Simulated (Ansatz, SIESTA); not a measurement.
Ta2O5 (I4/mmm, 7 atoms in the cell) computed with different codes at matched settings

Self-consistent single point.

```
CELL_PARAMETERS angstrom
     -2.65172     2.65172     4.79352
      2.65172    -2.65172     4.79352
      2.65172     2.65172    -4.79352
ATOMIC_POSITIONS crystal
  Ta 0.19809 0.19809 0.00000
  Ta 0.80191 0.80191 0.00000
  O  0.00000 0.00000 0.00000
  O  0.50000 0.00000 0.00000
  O  0.00000 0.00000 0.50000
  O  0.00000 0.50000 0.00000
  O  0.50000 0.50000 0.50000
```

Shared settings, as Ansatz (an electronic-structure program) writes them: kpoints.mp_grid.grid = 6 6 6; scf.occupations.method = fixed. Potentials and cutoffs stand in the table.

| code | model | pressure (GPa) | largest force (eV/Å) | gap on the mesh (eV) | cutoff |
|---|---|---|---|---|---|
| SIESTA | LDA PW92+U, numerical atomic orbitals DZP, PseudoDojo LDA standard norm-conserving potentials (rewritten from UPF to PSML) | -5.27 | 0.884 | 2.005 | grid 350 Ry |
| Ansatz | LDA (PW92)+U, PAW files made with PBE | -5.18 | 0.133 | 2.442 | 420 eV |

Hubbard term: [{species: Ta, l: d, u_eff: 7.0}] eV.

Gaps are read on the mesh.

On Ansatz's run: spin-orbit coupling is off. Spin polarisation is off. The U value is a test value, and with U on an open shell several self-consistent states can exist.

The spread over the programs that give each value: pressure within 0.09 GPa; largest force within 0.751 eV/Å; gap on the mesh within 0.437 eV.

SIESTA uses small atom-centred bases, whose incompleteness enters pressures, forces and empty levels differently from a plane-wave cutoff. Ansatz's pressure is given at a fixed set of plane waves, as the other plane-wave codes print theirs; with its correction for the finite basis it is -4.83 GPa (the shift of 0.36 GPa shows how far the cutoff is from converged). The same U acts on different projectors in each program, which moves gaps, moments and pressures.

The starting cell comes from a database of computed structures (which also holds hypothetical and non-ambient phases and stackings), without a prior relaxation at this level.

Keys are those of Ansatz 0.2.
